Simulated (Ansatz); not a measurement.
Step by step: surface energy of the Si(111) slab with 2 F, the mean of its two faces, with the listed reservoirs for the atoms in excess

Consider the surface energy of the Si(111) slab with 2 F, the mean of its two faces, with the listed reservoirs for the atoms in excess. Reaction: 8 Si (diamond) + F2 (gas) → cell A.

A: a slab of Si (diamond, Fd-3m) cut along (111), 10 atoms, hexagonal cell of 3.87 Å (13.0 Å²), symmetry P-3m1, 13.4 Å thick under 16 Å of vacuum, in-plane vectors held at the crystal's; planes from bottom to top: F | Si × 8 | F; added, foreign or displaced atoms, above the top plane and below the bottom plane: two times F bound to 1 Si at 1.62 Å; spin state with PBE: run without spin.

Method: Ansatz (a first-principles code), PAW, neutral cells at 0 K with nuclei at rest, on structures from PBE. Ansatz runs with its default PAW set. Other levels take these structures. The lattices are those relaxed with PBE, so at other levels the solids can be strained, which adds to the spread. A dispersion term (D3(BJ), or D4 for r2SCAN) was computed beside these levels and is taken off wherever the name lacks it. Cell A has symmetry P-3m1 and got no random move, so less symmetric positions, which may lie lower, weren't tried.

Total energies of the cells in eV, at zero smearing width. They compare only within one column; the weights balance every element.

```json
[
 {"cell": "A: Si(111) slab with 2 F", "atoms": "10", "weight": "+1", "PBE": "-6704.62587", "r2SCAN+D4": "-6734.38348"},
 {"cell": "Si (diamond)", "atoms": "2", "weight": "−4", "PBE": "-1271.61870", "r2SCAN+D4": "-1278.36358"},
 {"cell": "F2 (gas)", "atoms": "2", "weight": "−1", "PBE": "-1611.18697", "r2SCAN+D4": "-1613.70644"}
]
```

PBE: (-6704.62587) − 4 × (-1271.61870) − (-1611.18697) = -6.9641 eV; dividing by 2 × 12.956 Å² and converting at 16.022 J/m² per eV/Å² gives -4.31 J/m².

r2SCAN+D4: (-6734.38348) − 4 × (-1278.36358) − (-1613.70644) = -7.2227 eV; dividing by 2 × 12.956 Å² and converting at 16.022 J/m² per eV/Å² gives -4.47 J/m².
